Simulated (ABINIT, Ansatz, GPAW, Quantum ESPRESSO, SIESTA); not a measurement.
**Rh (Fm-3m, 1 atom in the cell) computed with different codes at matched settings**

Self-consistent single point.

```
CELL_PARAMETERS angstrom
      0.00000     1.88396     1.88396
      1.88396     0.00000     1.88396
      1.88396     1.88396     0.00000
ATOMIC_POSITIONS crystal
  Rh 0.00000 0.00000 0.00000
```

Shared settings, as Ansatz (a first-principles code) writes them: kpoints.mp_grid.grid = 15 15 15; scf.occupations.method = gaussian; scf.occupations.width = 0.1 eV. Potentials and cutoffs stand in the table.

```csv
code,model,pressure (GPa),cutoff
GPAW,"LDA (Perdew-Wang 92), GPAW PAW datasets LDA (gpaw-data 1.0.1)",-2.00,600 eV
ABINIT,"LDA (PW92), norm-conserving pseudopotentials (PseudoDojo nc-sr-04 LDA standard)",-3.13,44 Ha
Ansatz,"LDA (PW92), PAW files made with PBE",-3.52,420 eV
SIESTA,"LDA PW92, numerical atomic orbitals DZP, PseudoDojo LDA standard norm-conserving potentials (rewritten from UPF to PSML)",-3.42,grid 400 Ry
Quantum ESPRESSO,"LDA (PZ), GBRV 1.5 ultrasoft (LDA) pseudopotentials",-4.65,40 Ry
```

On Ansatz's run: spin polarisation is off.

The spread over the programs that give each value: pressure within 2.65 GPa.

SIESTA uses small atom-centred bases, whose incompleteness enters pressures, forces and empty levels differently from a plane-wave cutoff. Ansatz's pressure is given at a fixed set of plane waves, as the other plane-wave codes print theirs; with its correction for the finite basis it is -3.43 GPa. The same LDA comes in different parametrisations, which differ slightly. In the pressure, GPAW (by 1.32) and Quantum ESPRESSO (by 1.32) lie more than 1 GPa from the median of the plane-wave programs.

The starting cell comes from a database of computed structures (which also holds hypothetical and non-ambient phases and stackings), without a prior relaxation at this level. Its lattice was rescaled by a random factor within 2.5 % of one.

Left out of this page: Elk and FLEUR (not drawn, or without a comparable value).

Keys are those of Ansatz 0.2.
